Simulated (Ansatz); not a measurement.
The parent structure is Ba in the bcc (W type) structure (space group Im-3m, No. 229; a = 4.883 Å).

The other end (x = 1) is Sr in the bcc (W type) structure (space group Im-3m, No. 229; a model cell): 51.09 Å³/atom, gap zero; this end may not be an ambient phase.

All numbers come from PBEsol (Ansatz, a quantum-chemistry and plane-wave program; PAW; 420 eV plane waves; no spin-orbit coupling).

Sr replaces a fraction x of Ba; each row is one arrangement (x, atoms in the cell, starting space group or random), fully relaxed.

One change was made to it. Results:

| quantity | base | after |
|---|---|---|
| deviation of the volume from the linear (Vegard-type) interpolation | – | 0.0 % |
| shortest interatomic distance | 422.8 pm | 418.5 pm |

Q: Name the change that was made.
(A) x(Sr) = 0.667, 3 atoms, P-3m1
(B) x(Sr) = 0.25, 4 atoms, Fm-3m
(C) x(Sr) = 0.25, 4 atoms, P2/m

A: B, x(Sr) = 0.25, 4 atoms, Fm-3m. For comparison, the shortest interatomic distance in the other runs: x(Sr) = 0.667, 3 atoms, P-3m1 gives 409.6 pm; x(Sr) = 0.25, 4 atoms, P2/m gives 415.4 pm.

These are small ordered cells, not random alloys; other orderings at the same x differ. Stability against distortions was not tested. This is not the structure that Sr has at room temperature and ambient pressure.
